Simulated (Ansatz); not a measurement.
Take Se (space group P3_121, No. 152; a = 4.535 Å, c = 5.041 Å; made of chains) as the base. Axes: x lies along a and z along c of the hexagonal cell.

The change: uniaxial stress, 2 GPa tension along z, with the cell and atoms free to relax against it.

The values are results of Ansatz (a first-principles code), PBE, PAW, cutoff 420 eV, without spin-orbit coupling, not measurements.

Base, band edges from the VBM (valence, conduction): K -1.27, 2.92; H -0.22, 1.04; M -0.85, 2.02; L 0.00, 1.56; A -0.94, 1.36; Γ -0.31, 1.95 eV.

Problem. Give the band edges at the high-symmetry points of the new zone, measured from its valence-band maximum.

Solution. 
```tsv
point	valence edge (eV)	conduction edge (eV)
Γ	-0.25	1.74
M	-0.88	1.86
K	-1.50	2.96
A	-1.09	1.15
L	-0.04	1.25
H	-0.11	0.62
```

The gap is 0.62 eV, indirect, L–H (60 % along) → H.

Load acts through the strain it causes; cell and atoms are relaxed under it. Stability under load was not tested beyond the relaxation. No dispersion term is included, though the crystal is made of layers, chains or molecules, so its spacings can come out too wide.
